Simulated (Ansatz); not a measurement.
Consider CdSe in the wurtzite structure (space group P6_3mc, No. 186; a = 4.340 Å, c = 7.078 Å). Axes: x lies along a and z along c of the hexagonal cell.

Computed with r2SCAN (Ansatz, a first-principles code, PAW, no SOC).

Base values:

The band gap is 1.11 eV and the valence-band top at Γ comes out as 0.00, 0.00, -0.04 eV. The gap character is direct at Γ.

The change: uniaxial stress, 0.5 GPa tension along z, with the cell and atoms free to relax against it.

Task: Estimate the effect on the band gap, energy relative to the base, strain response, valence-band top at Γ and gap character.

Result: The band gap drops by 0.030 eV, from 1.11 eV to 1.07 eV; the energy increases by 0.4 meV/atom; the strain response (xx, yy, zz) comes out as (−0.27, −0.27, +0.85) %; the valence-band top at Γ (three highest levels, from the VBM) becomes 0.00, 0.00, -0.09 eV (base: 0.00, 0.00, -0.04 eV); the gap character remains direct at Γ.

Stability under load was not tested beyond the relaxation.
